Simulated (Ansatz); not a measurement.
# ZnSe: response to strain

Base system: ZnSe in the zinc blende structure (space group F-43m, No. 216; a = 5.6656 Å). Axes: x, y, z lie along the cube axes.

Strains are applied to the cell and any free atomic positions relax; under biaxial strain the out-of-plane vector relaxes too.

Computed with plane-wave PAW DFT at the r2SCAN level (Ansatz, an electronic-structure program, 500 eV), without spin-orbit coupling.

Candidates:
(a) biaxial strain +0.50 %, plane normal [001], relaxed out of plane
(b) biaxial strain +2.00 %, plane normal [001], relaxed out of plane
(c) biaxial strain +3.00 %, plane normal [001], relaxed out of plane
(d) biaxial strain +1.50 %, plane normal [001], relaxed out of plane
(e) biaxial strain +1.00 %, plane normal [001], relaxed out of plane

Before the change:

- Band gap: 1.87 eV

Task: Order them by band gap, highest first.

Result: (a) biaxial strain +0.50 %, plane normal [001], relaxed out of plane (1.82 eV), (e) biaxial strain +1.00 %, plane normal [001], relaxed out of plane (1.78 eV), (d) biaxial strain +1.50 %, plane normal [001], relaxed out of plane (1.74 eV), (b) biaxial strain +2.00 %, plane normal [001], relaxed out of plane (1.70 eV), (c) biaxial strain +3.00 %, plane normal [001], relaxed out of plane (1.62 eV)

Stability against distortions was not tested.
